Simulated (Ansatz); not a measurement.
Start from an 8-atom supercell of BN in the zinc blende structure (space group F-43m, No. 216; a = 3.605 Å) at its relaxed geometry.

Level of theory: PBEsol/PAW in Ansatz (an electronic-structure program), no spin-orbit coupling, earlier PAW set.

One neutral defect a cell, atoms relaxed at fixed cell.

One change was made to it. Results:

The largest displacement of a host atom from its site in the perfect cell amounts to 0.02 Å; the pressure goes from zero to 26.1 GPa.

Task: Which change produced these results?
A) H interstitial (started 1.56 Å from the nearest host atom)
B) B vacancy, symmetric start
C) N vacancy, symmetric start

Result: A, H interstitial (started 1.56 Å from the nearest host atom). For comparison, the pressure in the other runs: B vacancy, symmetric start gives 3.7 GPa; N vacancy, symmetric start gives -4.4 GPa.

Other magnetic orders, which the real material may have, were not ruled out. The cell is small, so the values are those of an ordered compound at a high defect concentration; dilute-limit values will differ. The mesh was chosen for an insulator and is coarse for the gapless case. Defects with a symmetric start kept the site's symmetry and may sit on a saddle; the others started slightly shaken. Starting moments died away, wholly or in part, for N vacancy; another magnetic solution may exist.
